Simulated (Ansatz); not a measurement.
Base system: ZnS in the wurtzite structure (space group P6_3mc, No. 186).

ZnS is taken in the hexagonal space group P6₃mc (No. 186), the wurtzite structure, Pearson symbol hP4. Conventional cell: a = b = 3.8453 Å, c = 6.3052 Å, α = β = 90.00°, γ = 120.00°. Zn on 2b is coordinated by 4 S at 2.357–2.362 Å (tetrahedral). S on 2b sees 4 Zn at 2.357–2.362 Å (tetrahedral). (Neighbours: up to the widest gap in distance over summed covalent radii, below 1.35, at either atom; cation-cation and far metal-metal contacts left out.)

The values are results of Kohn–Sham DFT with the PBE functional, run in Ansatz (a quantum-chemistry and plane-wave program) with PAW and 420 eV plane waves, spin-orbit coupling left out, not measurements.

Before the change:

```
Quantity   Result
--------  -------
Band gap  2.08 eV
```

Now apply this change: every lattice vector is stretched by 2.40 %; the atoms relax in the strained cell.

**Question.** How does this affect the energy relative to the base?

**Answer.** The energy goes up by 21 meV/atom.

**Question.** How does this affect the band gap?

**Answer.** The band gap drops by 0.31 eV, from 2.08 eV to 1.77 eV.

No phonon test of stability was made.
